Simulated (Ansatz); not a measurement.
The starting structures come from a database of crystals and need not be the phases stable at ambient conditions.

 Where the default PAW files enter, the runs use the earlier of Ansatz's two default sets.

Inside the gap of an insulator the Bloch states are evanescent, with a wavenumber k + iκ along the transport direction.

Consider the following.

```yaml
crystal:
  lattice:
    - [3.69160, 0.00000, 0.00000]
    - [1.84580, 6.03050, 0.00000]
    - [0.00000, 1.88976, 6.20238]
  atoms:
    - { symbol: Ti, position: [0.80471, 0.39058, 0.71624] }
    - { symbol: Ti, position: [0.19529, 0.60942, 0.28376] }
    - { symbol: Ti, position: [0.09993, 0.80014, 0.71040] }
    - { symbol: Ti, position: [0.90007, 0.19986, 0.28960] }
    - { symbol: O, position: [0.05835, 0.88330, 0.36998] }
    - { symbol: O, position: [0.94165, 0.11670, 0.63002] }
    - { symbol: O, position: [0.63807, 0.72386, 0.70660] }
    - { symbol: O, position: [0.36193, 0.27614, 0.29340] }
    - { symbol: O, position: [0.13281, 0.73438, 0.00471] }
    - { symbol: O, position: [0.86719, 0.26562, 0.99529] }
    - { symbol: O, position: [0.73651, 0.52698, 0.34750] }
    - { symbol: O, position: [0.26349, 0.47302, 0.65250] }
```

Space group of this cell: C2/m. The cell is strained (all lengths scaled by 0.98); by r2SCAN its mean pressure is 7.7 GPa.

Transport runs along the normal of the first two printed cell vectors.

The gap is the functional's own. No spin-orbit coupling. Mid-gap values are interpolated on the energy grid.

Predict the band gap and the smallest decay constant κ at mid-gap from r2SCAN (Ansatz, an electronic-structure program).

Gap 3.35 eV on a 8×8×6 mesh; κ = 0.385 1/Å, at the zone centre.
